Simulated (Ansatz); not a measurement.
Take InP in the zinc blende structure (space group F-43m, No. 216) as the base.

```
CELL_PARAMETERS angstrom
      0.00000     2.93922     2.93922
      2.93922     0.00000     2.93922
      2.93922     2.93922     0.00000
ATOMIC_POSITIONS crystal
  In 0.00000 0.00000 0.00000
  P  0.25000 0.25000 0.25000
```

Cartesian axes are those of the cell as printed.

Computed with PBEsol in Ansatz (plane waves to 420 eV, PAW, no SOC).

It is then changed as follows: tensor shear ε_xy = +0.86 % (engineering shear γ = 0.0172), atoms relaxed at fixed cell.

### Question
Predict the stress tensor and what it implies for the stiffness.

### Answer
Stress of the strained cell less that of the base (GPa, compression positive):
```
   0.00   -0.73    0.00
  -0.73    0.00    0.00
   0.00    0.00    0.00
```

Then −Δσ/γ with γ = 2ε = 0.0172 gives relaxed-ion elastic constants: C66 ≈ 42 GPa.

Whether these cells are dynamically stable was not tested.

Ansatz is a quantum-chemistry and plane-wave program.
